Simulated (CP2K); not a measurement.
Converging the k-point mesh: Pb (Fm-3m, 1 atom in the cell)

```yaml
crystal:
  lattice:
    - [3.48968, 0.00000, 0.00000]
    - [1.74484, 3.02215, 0.00000]
    - [1.74484, 1.00738, 2.84931]
  atoms:
    - { symbol: Pb, position: [0.00000, 0.00000, 0.00000] }
```

Method: PBE, GPW, DZVP-MOLOPT-SR-GTH basis, GTH-PBE potentials (GTH_POTENTIALS) run with CP2K.

Base settings: CUTOFF = 400 Ry; REL_CUTOFF = 60 Ry; SMEAR/METHOD = GAUSSIAN; SIGMA = 0.1 eV; KPOINTS/SCHEME = MONKHORST-PACK 5 5 5; XC_FUNCTIONAL = PBE; Pb/BASIS_SET = DZVP-MOLOPT-SR-GTH-q4; Pb/POTENTIAL = GTH-PBE-q4; METHOD = GPW; EPS_DEFAULT = 1e-10.

Moved along: GAMMA_CENTERED.

The second cell is the first with its lattice scaled by 0.98.

Only quantities that move along the ladder and can be compared are tabulated.

The starting cell has typed, rounded lattice constants, without a prior relaxation at this level. Its lattice was rescaled by up to half a per cent. Values carry the incompleteness of an atom-centred basis. Without a gap this mesh is coarse (it stands for a supercell whose shortest vector is 17 Å).

Steps (KPOINTS/SCHEME): MONKHORST-PACK 2 2 2; MONKHORST-PACK 3 3 3; MONKHORST-PACK 4 4 4; MONKHORST-PACK 5 5 5; MONKHORST-PACK 6 6 6; MONKHORST-PACK 7 7 7; MONKHORST-PACK 9 9 9; MONKHORST-PACK 10 10 10; MONKHORST-PACK 11 11 11; MONKHORST-PACK 12 12 12; MONKHORST-PACK 13 13 13; MONKHORST-PACK 15 15 15; MONKHORST-PACK 16 16 16; MONKHORST-PACK 18 18 18.

Problem. What is the coarsest KPOINTS/SCHEME that holds the pressure within 0.05 GPa of the last step, with all finer ones?

Solution. MONKHORST-PACK 13 13 13; the step before is off by 0.27 GPa.

Problem. What is the coarsest KPOINTS/SCHEME that holds the energy of the compressed cell less the first within 1 meV/atom?

Solution. Not settled: the last two steps still differ by 0.50 meV/atom, over half the tolerance, so the ladder does not show it.

Problem. What is the coarsest KPOINTS/SCHEME that holds the free energy within 1 meV/atom?

Solution. Not settled: the last two steps still differ by 5.1 meV/atom, over half the tolerance, so the ladder does not show it.

```csv
KPOINTS/SCHEME,free energy less the last step's (meV/atom),energy of the compressed cell less the first (meV/atom),pressure (GPa)
MONKHORST-PACK 2 2 2,-1715.03,-55.91,-6.36
MONKHORST-PACK 3 3 3,228.77,24.33,1.06
MONKHORST-PACK 4 4 4,162.99,48.41,2.63
MONKHORST-PACK 5 5 5,28.86,48.77,2.63
MONKHORST-PACK 6 6 6,104.16,66.52,4.12
MONKHORST-PACK 7 7 7,-11.64,60.49,3.61
MONKHORST-PACK 9 9 9,-20.48,52.67,2.97
MONKHORST-PACK 10 10 10,-3.01,50.54,2.79
MONKHORST-PACK 11 11 11,-6.90,50.66,2.89
MONKHORST-PACK 12 12 12,12.06,54.93,3.30
MONKHORST-PACK 13 13 13,-1.99,52.60,3.03
MONKHORST-PACK 15 15 15,-4.89,52.32,2.99
MONKHORST-PACK 16 16 16,-5.11,53.29,3.03
MONKHORST-PACK 18 18 18,0.00,52.78,3.03
```

Two neighbours can agree and both be off: MONKHORST-PACK 4 4 4 and MONKHORST-PACK 5 5 5 differ by 0.36 meV/atom in the energy of the compressed cell less the first, yet lie about 4.0 meV/atom from the last step.
